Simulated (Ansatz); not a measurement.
We consider antifluorite Be2C, described by PBEsol (Ansatz, a quantum-chemistry and plane-wave program, PAW).

Run with plane-wave cutoff 520 eV, 14×14×14 k mesh, Fermi–Dirac smearing 0.01 eV, scalar-relativistic PAW data made under PBE.

The cell has the measured lattice: a = 4.340 Å, b = 4.340 Å, c = 4.340 Å, α = 90.00°, β = 90.00°, γ = 90.00°.

Problem. Give the computed band gap and smallest direct gap on the k points sampled.

Solution. 
band gap: 1.07 eV (indirect)
smallest direct gap on the k points sampled: 4.08 eV

Note: cell and atoms aren't relaxed at this level (pressure -4.0 GPa).

The computed numbers hold no vibrational or temperature effects.
